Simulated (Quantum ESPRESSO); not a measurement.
Input and output of a self-consistent single point for LuH₂ (P1, 3 atoms in the cell) (Quantum ESPRESSO).

Level of theory: LDA (PZ), PSlibrary PAW (LDA) pseudopotentials (plane waves; Quantum ESPRESSO).

The change in words: lattice scaled by 0.98. Reference geometry:
```yaml
crystal:
  lattice:
    - [0.00000, 2.49459, 2.49459]
    - [2.49459, 0.00000, 2.49459]
    - [2.49459, 2.49459, 0.00000]
  atoms:
    - { symbol: Lu, position: [0.03306, 0.96796, 0.99338] }
    - { symbol: H, position: [0.22654, 0.25399, 0.24328] }
    - { symbol: H, position: [0.74041, 0.77805, 0.76334] }
```

Reference input (self-consistent single point, DFT, LDA (PZ), plane waves, PSlibrary PAW (LDA) pseudopotentials): ecutwfc = 55 Ry; ecutrho = 440 Ry; occupations = smearing; smearing = gauss; degauss = 0.0147 Ry; potentials = {Lu: Lu.pz-spdn-kjpaw_psl.1.0.0.UPF, H: H.pz-kjpaw_psl.1.0.0.UPF}; K_POINTS = automatic 8 8 8 0 0 0; conv_thr = 1e-09 Ry. This run's input differs from it in these lines:

```diff
@@ -25,5 +25,5 @@
 ATOMIC_POSITIONS angstrom
-Lu   -0.096443537    0.065944619    0.002544487
-H     1.240494739    1.172005634    1.198720252
-H     3.845138798    3.751242242    3.787927756
+Lu   -0.094514663    0.064625724    0.002493597
+H     1.215684795    1.148565474    1.174745799
+H     3.768235868    3.676217247    3.712169049
 K_POINTS automatic
@@ -31,5 +31,5 @@
 CELL_PARAMETERS angstrom
-   0.000000000     2.494595000     2.494595000
-   2.494595000     0.000000000     2.494595000
-   2.494595000     2.494595000     0.000000000
+   0.000000000     2.444703000     2.444703000
+   2.444703000     0.000000000     2.444703000
+   2.444703000     2.444703000     0.000000000
```

Output, abridged:

```
     Self-consistent Calculation

     iteration #  1     ecut=    55.00 Ry     beta= 0.70

     total energy              =    -652.26356022 Ry
     estimated scf accuracy    <       0.14081408 Ry

     iteration #  2     ecut=    55.00 Ry     beta= 0.70

     total energy              =    -652.28629697 Ry
     estimated scf accuracy    <       0.00090800 Ry

     iteration #  3     ecut=    55.00 Ry     beta= 0.70

     total energy              =    -652.28663430 Ry
     estimated scf accuracy    <       0.00005562 Ry

   [... 2 blocks of this kind left out ...]

     iteration #  6     ecut=    55.00 Ry     beta= 0.70

     total energy              =    -652.28664848 Ry
     estimated scf accuracy    <          8.9E-09 Ry

     iteration #  7     ecut=    55.00 Ry     beta= 0.70
     End of self-consistent calculation

     Number of k-points >= 100: set verbosity='high' to print the bands.

     the Fermi energy is    10.7182 ev

!    total energy              =    -652.28664849 Ry
     estimated scf accuracy    <          5.0E-11 Ry
     smearing contrib. (-TS)   =      -0.00120242 Ry
     internal energy E=F+TS    =    -652.28544607 Ry

     convergence has been achieved in   7 iterations

     Forces acting on atoms (cartesian axes, Ry/au):

     atom    1 type  1   force =     0.04017227   -0.02511118   -0.00031683
     atom    2 type  2   force =    -0.00754079    0.02253499    0.00498802
     atom    3 type  2   force =    -0.03263148    0.00257618   -0.00467118

     Total force =     0.062668     Total SCF correction =     0.000003

          total   stress  (Ry/bohr**3)                   (kbar)     P=       16.81
   0.00007087   0.00004844   0.00014162           10.42        7.13       20.83
   0.00004844   0.00011714   0.00018629            7.13       17.23       27.40
   0.00014162   0.00018629   0.00015476           20.83       27.40       22.77

   JOB DONE.
```

The run converged in 7 iterations. Against the reference run the free energy falls by 4.7 meV/atom, the pressure goes from -4.29 to 1.68 GPa and the largest force goes from 1.055 to 1.218 eV/Å.

The starting cell comes from a database of computed structures (which also holds hypothetical and non-ambient phases and stackings), without a prior relaxation at this level. Its atoms were displaced at random from the sites of space group no. 225. For this run, on top of that: lattice scaled by 0.98. Forces in this geometry exceed 1 eV/Å.

Cost on one core of a shared machine: roughly 30 s.
